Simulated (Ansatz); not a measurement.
Where the default PAW files enter, the runs use the earlier of Ansatz's two default sets.

Here is the system:

```
Al2O3
1.0
    4.90113     0.00000     0.00000
    2.45057     4.67858     0.00000
    2.45057     1.28357     4.04577
Al O
4 6
Cartesian
  2.45057   2.79253   0.59837
  7.35170   3.16961   3.44740
  4.90113   4.86712   1.42452
  4.90113   1.09503   2.62126
  4.15091   2.38115   3.81864
  5.65135   3.58099   0.22713
  3.95100   1.49054   1.01144
  5.85126   4.47161   3.03433
  6.60148   1.88349   2.25002
  3.20078   4.07866   1.79576
```

Space group of this cell: R-3c, corundum. The cell is strained (all lengths scaled by 1.02); by r2SCAN its mean pressure is -19.1 GPa.

Transport runs along the normal of the first two printed cell vectors, the (101) plane of the conventional cell.

The gap is the functional's own, uncorrected, and κ follows it; spin-orbit coupling is left out. Mid-gap values are interpolated between the computed energies.

Problem. Estimate the band gap and the smallest decay constant κ at mid-gap that r2SCAN (Ansatz, an electronic-structure program) returns for this system.

Solution. Gap 6.02 eV on a 8×8×8 mesh; κ = 0.369 1/Å, at the zone centre.
